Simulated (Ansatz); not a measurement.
K2NaInF6, pressure series

Take K2NaInF6 (space group Fm-3m, No. 225; a cell from a computed database, its experimental status unchecked) as the base.

```yaml
crystal:
  lattice:
    - [0.00000, 4.29067, 4.29067]
    - [4.29067, 0.00000, 4.29067]
    - [4.29067, 4.29067, 0.00000]
  atoms:
    - { symbol: K, position: [0.75000, 0.75000, 0.75000] }
    - { symbol: K, position: [0.25000, 0.25000, 0.25000] }
    - { symbol: Na, position: [0.50000, 0.50000, 0.50000] }
    - { symbol: In, position: [0.00000, 0.00000, 0.00000] }
    - { symbol: F, position: [0.75865, 0.24135, 0.24135] }
    - { symbol: F, position: [0.24135, 0.75865, 0.75865] }
    - { symbol: F, position: [0.24135, 0.75865, 0.24135] }
    - { symbol: F, position: [0.75865, 0.24135, 0.75865] }
    - { symbol: F, position: [0.24135, 0.24135, 0.75865] }
    - { symbol: F, position: [0.75865, 0.75865, 0.24135] }
```

Cell and atoms are relaxed at each pressure.

Method: plane-wave PAW DFT at the PBEsol level (Ansatz, an electronic-structure program, 420 eV), scalar-relativistic without spin-orbit coupling.

Computed cases, in order: pressure −2 GPa; pressure −1 GPa; 0 GPa (base); pressure 1.8 GPa; pressure 4.2 GPa; pressure 9 GPa; pressure 18 GPa; pressure 30 GPa; pressure 45 GPa; pressure 60 GPa.

Between which two neighbouring cases does the gap turn between direct and indirect?

Between 0 GPa (base) (5.43 eV, direct at Γ) and pressure 1.8 GPa (5.57 eV, indirect, L → Γ). The whole series: pressure −2 GPa: 5.23 eV, direct at Γ; pressure −1 GPa: 5.33 eV, direct at Γ; 0 GPa (base): 5.43 eV, direct at Γ; pressure 1.8 GPa: 5.57 eV, indirect, L → Γ; pressure 4.2 GPa: 5.72 eV, indirect, L → Γ; pressure 9 GPa: 5.97 eV, indirect, L → Γ; pressure 18 GPa: 6.33 eV, indirect, L → Γ; pressure 30 GPa: 6.70 eV, indirect, L → Γ; pressure 45 GPa: 7.06 eV, indirect, L → Γ; pressure 60 GPa: 7.36 eV, indirect, L → Γ.

Load acts through the strain it causes; cell and atoms are relaxed under it. Whether these cells are dynamically stable was not tested. Competing high-pressure phases were not computed.
